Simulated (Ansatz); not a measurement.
# Cu: pressure series

Start from Cu in the fcc (Cu type) structure (space group Fm-3m, No. 225; a = 3.564 Å).

Cell and atoms are relaxed at each pressure.

Calculations: Ansatz (a quantum-chemistry and plane-wave program), PBEsol, PAW, cutoff 420 eV, without spin-orbit coupling.

Notes on the quantities. enthalpy: H = E + PV relative to the base's energy.

| variant | enthalpy | volume per atom |
|---|---|---|
| base | – | 11.32 Å³ |
| pressure −2 GPa | -0.14 eV/atom | 11.45 Å³ |
| pressure −1 GPa | -0.07 eV/atom | 11.38 Å³ |
| pressure 3 GPa | +0.21 eV/atom | 11.12 Å³ |
| pressure 7 GPa | +0.48 eV/atom | 10.89 Å³ |
| pressure 15 GPa | +1.02 eV/atom | 10.51 Å³ |
| pressure 30 GPa | +1.98 eV/atom | 9.94 Å³ |
| pressure 50 GPa | +3.18 eV/atom | 9.39 Å³ |
| pressure 75 GPa | +4.60 eV/atom | 8.87 Å³ |
| pressure 100 GPa | +5.95 eV/atom | 8.47 Å³ |

Load acts through the strain it causes; cell and atoms are relaxed under it. Whether these cells are dynamically stable was not tested. Competing high-pressure phases were not computed. The final runs are not spin-polarised.
